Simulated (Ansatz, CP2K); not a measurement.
A CP2K input for a self-consistent single point of AlN (F-43m, 2 atoms in the cell) (DFT PBE, GPW, DZVP-MOLOPT-SR-GTH basis, GTH-PBE potentials (GTH_POTENTIALS)):

```
&GLOBAL
  PROJECT aln
  RUN_TYPE ENERGY_FORCE
  PRINT_LEVEL LOW
&END GLOBAL
&FORCE_EVAL
  METHOD Quickstep
  STRESS_TENSOR ANALYTICAL
  &DFT
    BASIS_SET_FILE_NAME BASIS_MOLOPT
    POTENTIAL_FILE_NAME GTH_POTENTIALS
    &QS
      METHOD GPW
      EPS_DEFAULT 1E-10
    &END QS
    &MGRID
      CUTOFF 400
      REL_CUTOFF 50
      NGRIDS 4
    &END MGRID
    &SCF
      SCF_GUESS ATOMIC
      EPS_SCF 1E-7
      MAX_SCF 100
      ADDED_MOS 4
      &DIAGONALIZATION
        ALGORITHM STANDARD
      &END DIAGONALIZATION
      &MIXING
        METHOD BROYDEN_MIXING
        ALPHA 0.4
        NBUFFER 12
        BETA 1.5
      &END MIXING
      &SMEAR ON
        METHOD FERMI_DIRAC
        ELECTRONIC_TEMPERATURE [K] 116.05
      &END SMEAR
    &END SCF
    &KPOINTS
      SCHEME MONKHORST-PACK 10 10 10
      GAMMA_CENTERED T
    &END KPOINTS
    &XC
      &XC_FUNCTIONAL PBE
      &END XC_FUNCTIONAL
    &END XC
    &PRINT
      &MO
        EIGENVALUES T
        OCCUPATION_NUMBERS T
        NDIGITS 8
        FILENAME mo
        &EACH
          QS_SCF 0
        &END EACH
        ADD_LAST NUMERIC
      &END MO
      &MULLIKEN OFF
      &END MULLIKEN
    &END PRINT
  &END DFT
  &SUBSYS
    &CELL
      A 3.03518500 0.00000000 0.00000000
      B 1.51759300 2.62854700 0.00000000
      C 1.51759300 0.87618200 2.47821800
      PERIODIC XYZ
    &END CELL
    &COORD
      SCALED
      Al       0.00000000     0.00000000     0.00000000
      N        0.25000000     0.25000000     0.25000000
    &END COORD
    &KIND Al
      BASIS_SET DZVP-MOLOPT-SR-GTH
      POTENTIAL GTH-PBE-q3
    &END KIND
    &KIND N
      BASIS_SET DZVP-MOLOPT-SR-GTH
      POTENTIAL GTH-PBE-q5
    &END KIND
  &END SUBSYS
  &PRINT
    &FORCES ON
    &END FORCES
    &STRESS_TENSOR ON
    &END STRESS_TENSOR
  &END PRINT
&END FORCE_EVAL
```

Q: Translate this input to Ansatz (a program for electronic structure).

A: This is the input that was run; spellings and numerical settings could be chosen otherwise.

Ansatz 0.2 input:
```yaml
# AlN
crystal:
  lattice:
    - [0.000000, 2.146200, 2.146200]
    - [2.146200, 0.000000, 2.146200]
    - [2.146200, 2.146200, 0.000000]
  atoms:
    - { symbol: Al, position: [0.000000, 0.000000, 0.000000] }
    - { symbol: N, position: [0.250000, 0.250000, 0.250000] }
kpoints:
  mp_grid: { grid: [10, 10, 10] }
hamiltonian:
  xc: pbe
  pseudopotentials: { kind: paw }
scf:
  occupations: { method: fermi_dirac, width: 0.01 }
output:
  forces: true
  eigenvalues: true
  stress: true
```

Basis, cutoffs, solver keys and any potentials are the target program's own. This input uses DFT, PBE, plane waves, default PAW files. Both were run: pressure 16.10 GPa in CP2K and 16.58 in Ansatz; gap on the mesh 3.343 eV in CP2K and 3.352 in Ansatz. Ansatz's pressure is the one without its finite-basis correction.

On CP2K: the starting cell has typed, rounded lattice constants, without a prior relaxation at this level. For this run, on top of that: lattice scaled by 0.98. Values carry the incompleteness of an atom-centred basis. With a pressure of about 16 GPa the cell is away from its equilibrium volume at this level.

On Ansatz: the starting cell has typed, rounded lattice constants, without a prior relaxation at this level. For this run, on top of that: lattice scaled by 0.98. With a pressure of about 17 GPa the cell is away from its equilibrium volume at this level.
